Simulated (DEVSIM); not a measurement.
Structure: abrupt Si p-n junction, at 250 K.

Layer 1 from the left is Si, thickness (μm) 33.0, Na (cm⁻³) 1.7e17, τn (s) 0.00028, τp (s) 0.00028. Layer 2 from the left is Si, thickness (μm) 1.90, Nd (cm⁻³) 3.8e16, τn (s) 0.00028, τp (s) 0.00028.

Left contact: ohmic. Right contact: ohmic. Voltage is applied to the left contact. Recombination: SRH at mid-gap, radiative, Auger. Mobility is μmin + (μ − μmin)/(1 + (N/Nref)^α).

Constants are typed, rounded textbook-type inputs, not results; the design itself was drawn at random and stands for no fabricated device. Values at 300 K; Nc and Nv go as T^1.5, mobilities as T to minus their exponent, the gap by Varshni's rule with the affinity fixed.

Si: gap (eV) 1.124, affinity (eV) 4.05, permittivity 11.7, Nc (cm⁻³) 2.86e19, Nv (cm⁻³) 3.1e19, μn (cm²/Vs) 1417, μp (cm²/Vs) 470, μn,min 52, μp,min 45, Nref,n 9.7e16, Nref,p 2.2e17, αn 0.68, αp 0.72, T exponent of μn 2.3, T exponent of μp 2.2, B (cm³/s) 4.7e-15, Cn (cm⁶/s) 2.8e-31, Cp (cm⁶/s) 9.9e-32, Varshni α (eV/K) 0.000473, Varshni β (K) 636.

Problem. Estimate by hand the built-in potential, the peak field at zero bias, the capacitance at -2 V, and compare with a numerical solution.

Solution. 
- Built-in potential: ni = √(Nc Nv) exp(−Eg/2kT) = 8.01e7 cm⁻³ with Eg = 1.136 eV; Vbi = kT/q ln(Na Nd/ni²) = 0.893 V; numerical 0.893 V.
- Peak field at zero bias: depletion approximation: W = √(2εVbi/(qN)) = 0.193 μm with N = 3.11e16 cm⁻³; field = 2Vbi/W = 92600 V/cm; numerical 90400 V/cm (estimate above by 2.5 %).
- Capacitance at -2 V: C = √(qεN / 2(Vbi + |V|)) = 29.8 nF/cm²; numerical 30.1 nF/cm² (estimate below by 0.75 %).

Simulated with DEVSIM: 1D drift-diffusion, Boltzmann statistics, complete ionisation; no tunnelling, impact ionisation, image-force lowering or self-heating.
